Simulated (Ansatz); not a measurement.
GaAs, response to strain

The reference is GaAs in the zinc blende structure (space group F-43m, No. 216; a = 5.603 Å). Axes: x, y, z lie along the cube axes.

Strains are applied to the cell and any free atomic positions relax.

All numbers come from Ansatz (an electronic-structure program), LDA, PAW, cutoff 420 eV, without spin-orbit coupling.

Notes on the quantities. energy relative to the base: free energy F; pressure: mean of the normal stresses, compression positive.

| case | energy relative to the base | band gap | shortest interatomic distance | pressure |
|---|---|---|---|---|
| base | 0 meV/atom | 0.49 eV | 2.426 Å | 0.1 kbar |
| tensor shear ε_xy = +1.71 % | +4.7 meV/atom | 0.33 eV | 2.414 Å | 0.5 kbar |
| tensor shear ε_xy = +1.14 % | (withheld) | (withheld) | (withheld) | 0.3 kbar |
| tensor shear ε_xy = +2.00 % | +6.4 meV/atom | 0.29 eV | 2.412 Å | 0.6 kbar |
| tensor shear ε_xy = +0.86 % | +1.2 meV/atom | 0.41 eV | 2.420 Å | 0.2 kbar |
| tensor shear ε_xy = +1.43 % | +3.3 meV/atom | 0.36 eV | 2.416 Å | 0.4 kbar |

Problem. Some entries are withheld; estimate them.

Solution. 
- tensor shear ε_xy = +1.14 %, energy relative to the base: +2.1 meV/atom
- tensor shear ε_xy = +1.14 %, band gap: 0.39 eV
- tensor shear ε_xy = +1.14 %, shortest interatomic distance: 2.418 Å

No phonon test of stability was made. A zero or small gap of GaAs under tensor shear ε_xy = +2.00 % can be the functional's error rather than a property of the material.
